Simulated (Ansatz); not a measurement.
The parent structure is SiO2 in the rutile structure (space group P4_2/mnm, No. 136; a = 4.2362 Å, c = 2.6904 Å).

All numbers come from PBE in Ansatz (plane waves to 420 eV, PAW, no SOC).

Base values:

| Property | Value |
|---|---|
| Gap between the host's bands | 5.04 eV |

The change: electron doping at 1.0×10^22 cm⁻³ (0.483 per cell), with a uniform compensating background at fixed cell and a 300 K Fermi–Dirac width.

Q: Predict the new Fermi level from band edge.

A: The Fermi level relative to the doped band's edge (positive inside the band; to 0.05 eV) is +1.95 eV.

Q: Predict the new gap between the host's bands.

A: The gap between the host's bands drops by 0.11 eV (5.04 eV → 4.93 eV).

Q: What happens to the largest internal atomic displacement?

A: The largest internal atomic displacement comes out as 0.021 Å.

Carriers are added with a uniform compensating background; total energy and stress of such cells depend on the potential's zero and are not compared; many-body gap narrowing is missing at this level. Semilocal Kohn–Sham gaps tend to fall short of experiment. Whether these cells are dynamically stable was not tested.

Ansatz is a first-principles code.
